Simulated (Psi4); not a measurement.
Psi4 1.11, TPSS/def2-svp: V(NH)(OH)2(NH2) ([NH]=[V]([NH2])([OH])[OH]), 10 atoms. The geometry is a generated start, not checked to be a minimum at this level.

```
Property                                            Result
--------------------------  ------------------------------
task                                                energy
method                                                tpss
basis                                             def2-svp
memory                                                3 GB
maxiter                                                100
keys of the molecule block                     symmetry c1
scf_type                                      df (default)
guess                       auto, which took SAD (default)
scf_initial_accelerator                    adiis (default)
e_convergence                              1e-06 (default)
d_convergence                              1e-06 (default)
dft_radial_points                             75 (default)
dft_spherical_points                         302 (default)
basis functions                                        112
grid points                                         216749
```

```xyz
10

V      0.2645     0.0517    -0.1416
N     -0.1413    -1.4372    -0.5305
H     -0.3344    -2.3890    -0.8310
O      1.6393     0.0654     0.7877
H      2.3749    -0.3932     1.1908
O      0.2259     1.0525    -1.4587
H      0.1405     1.2157    -2.3979
N     -1.1036     0.4736     0.9033
H     -1.1475     1.4170     1.2864
H     -1.9184    -0.0565     1.1916
```

Charge 0 and multiplicity 1 are set for this test and not shown to be the ground state.

One run each on 2 threads. Values of diis_max_vecs tried: 3, 6, 10 (default), 20.

**Question.** Which value of diis_max_vecs needs the fewest SCF iterations, and what happens away from it?

**Answer.** Fewest SCF iterations, within one of each other: 10 (default) with 13, 20 with 13. The count rises to 16 at 6. The run ends without SCF convergence in 100 iterations at 3.

```tsv
diis_max_vecs	SCF iterations	end
3	100	no convergence
6	16	same solution
10 (default)	13	same solution
20	13	same solution
```
